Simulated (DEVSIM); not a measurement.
Device: abrupt In0.53Ga0.47As p-n junction, at 400 K.

Layer 1 from the left is In0.53Ga0.47As, thickness (μm) 1.40, Na (cm⁻³) 7.9e16, τn (s) 1.6e-9, τp (s) 1.6e-9. Layer 2 from the left is In0.53Ga0.47As, thickness (μm) 16.0, Nd (cm⁻³) 4.1e16, τn (s) 1.6e-9, τp (s) 1.6e-9.

Left contact: ohmic. Right contact: ohmic. Voltage is applied to the left contact. Recombination: SRH at mid-gap, Auger. Mobility is μmin + (μ − μmin)/(1 + (N/Nref)^α).

The device is made up for the run: typed textbook-type constants, with dimensions and the other settings drawn at random. Values at 300 K; Nc and Nv go as T^1.5, mobilities as T to minus their exponent, the gap by Varshni's rule with the affinity fixed.

In0.53Ga0.47As: gap (eV) 0.74, affinity (eV) 4.51, permittivity 13.9, Nc (cm⁻³) 2.1e17, Nv (cm⁻³) 7.7e18, μn (cm²/Vs) 12000, μp (cm²/Vs) 300, μn,min 300, μp,min 10, Nref,n 1.3e17, Nref,p 4.9e17, αn 0.48, αp 0.4, T exponent of μn 1.6, T exponent of μp 1.6, Cn (cm⁶/s) 5e-29, Cp (cm⁶/s) 5e-29, Varshni α (eV/K) 0.00035, Varshni β (K) 190.

Simulated with DEVSIM: 1D drift-diffusion, Boltzmann statistics, complete ionisation; no tunnelling, impact ionisation, image-force lowering or self-heating.

What does the simulation give for the potential step across the device at zero bias, the largest field in the device at zero bias, the dark forward voltage at 1 A/cm²?

potential step across the device at zero bias 0.465 V; largest field in the device at zero bias 53000 V/cm; dark forward voltage at 1 A/cm² 0.152 V.
